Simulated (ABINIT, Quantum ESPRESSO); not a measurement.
A Quantum ESPRESSO input for a self-consistent single point of WO₂F (C2/c, 8 atoms in the cell) (DFT, PBEsol, plane waves, GBRV 1.5 ultrasoft (PBESOL) pseudopotentials):

```fortran
&control
    calculation = 'scf',
    prefix = 'pwscf',
    outdir = './tmp/',
    pseudo_dir = './',
    tprnfor = .true.,
    tstress = .true.,
/
&system
    ibrav = 0,
    nat = 8,
    ntyp = 3,
    ecutwfc = 40,
    ecutrho = 320,
    occupations = 'smearing',
    smearing = 'gaussian',
    degauss = 0.0099958,
/
&electrons
    conv_thr = 1.0d-9,
/
ATOMIC_SPECIES
W    183.8400  w_pbesol_v1.2.uspp.F.UPF
O     15.9990  o_pbesol_v1.2.uspp.F.UPF
F     18.9984  f_pbesol_v1.4.uspp.F.UPF
ATOMIC_POSITIONS crystal
W     0.500000000    0.000000000    0.000000000
W     0.000000000    0.500000000    0.500000000
O     0.247490000    0.239510000    0.739530000
O     0.752510000    0.760490000    0.260470000
O     0.760490000    0.752510000    0.760470000
O     0.239510000    0.247490000    0.239530000
F     0.267930000    0.732070000    0.750000000
F     0.732070000    0.267930000    0.250000000
K_POINTS automatic
4 4 4  0 0 0
CELL_PARAMETERS bohr
   9.145471310    -5.059335408     0.000000000
   9.145471310     5.059335408     0.000000000
  -5.609548066     0.000000000     8.438543664
```

**Question.** Give the ABINIT input for the same structure, mesh, smearing and functional.

**Answer.** This is the input that was run; spellings and numerical settings could be chosen otherwise.

```
# WO2F, PseudoDojo nc-sr-04 PBEsol standard
pp_dirpath "./"
pseudos "W.upf, O.upf, F.upf"
acell 10.4516276360 10.4516276360 10.1329190596
rprim
         0.8750284289   -0.4840715326    0.0000000000
         0.8750284289    0.4840715326    0.0000000000
        -0.5535964546   -0.0000000000    0.8327850656
natom 8
ntypat 3
znucl 74 8 9
typat 1 1 2 2 2 2 3 3
xcart
         4.5727356548   -2.5296677038    0.0000000000
         1.7679616218    2.5296677038    4.2192718318
         0.3054154465   -0.0403734966    6.2405561956
        12.3759791066    0.0403734966    2.1979874681
         9.5712050736   -0.0403734966    6.4172592999
         3.1101894795    0.0403734966    2.0212843637
         4.9383102601    2.3482399361    6.3289077477
         7.7430842931   -2.3482399361    2.1096359159
ecut 1143 eV
ixc -116133
occopt 7
tsmear 0.00499791
nband 42
kptopt 1
ngkpt 4 4 4
nshiftk 1
shiftk 0 0 0
nstep 100
tolvrs 1.0e-12
prtwf 0
prtden 0
prtvol 1
enunit 1
```

Basis, cutoffs, solver keys and any potentials are the target program's own. This input uses DFT, PBEsol, plane waves, norm-conserving pseudopotentials (PseudoDojo nc-sr-04 PBEsol standard).

The starting cell comes from a database of computed structures (which also holds hypothetical and non-ambient phases and stackings), without a prior relaxation at this level.
